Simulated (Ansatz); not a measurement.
Band structure of K2S (Fm-3m, 3 atoms in the cell).

```
K2S
1.0
    0.00000     3.73649     3.73649
    3.73649     0.00000     3.73649
    3.73649     3.73649     0.00000
K S
2 1
Cartesian
  1.86825   1.86825   1.86825
  5.60474   5.60474   5.60474
  0.00000   0.00000   0.00000
```

Method of the run: PBE (plane waves, PAW; Ansatz, an electronic-structure program).

Settings: basis.ecutwfc = 420 eV; kpoints.mp_grid.grid = 6 6 6; hamiltonian.xc = pbe; hamiltonian.pseudopotentials = {kind: paw} (the program's default PAW files); scf.occupations.method = fermi_dirac; scf.occupations.width = 0.05 eV; kpoints.band_path.npoints = 8.

The starting cell has typed, rounded lattice constants, without a prior relaxation at this level. Its lattice was rescaled by a random factor within 2.5 % of one.

Problem. Predict the gap along the standard path and the places of the band edges.

Solution. The gap along the path is 2.31 eV, from X to Γ; the smallest direct gap on it is 2.48 eV.

Levels in eV from the top of the valence band on the path, bands 9 to 15:
```tsv
point	9	10	11	12	13	14	15
Γ	-9.59	-0.17	-0.17	-0.17	2.31	5.46	5.46
X	-9.37	-0.72	0.00	0.00	3.50	5.24	6.45
W	-9.37	-0.37	-0.37	-0.02	3.71	5.69	5.69
K	-9.37	-0.53	-0.20	-0.01	3.72	5.38	6.19
L	-9.41	-0.60	-0.06	-0.06	4.66	4.89	5.77
U	-9.37	-0.53	-0.20	-0.01	3.72	5.38	6.19
```

Keys are those of Ansatz 0.2.
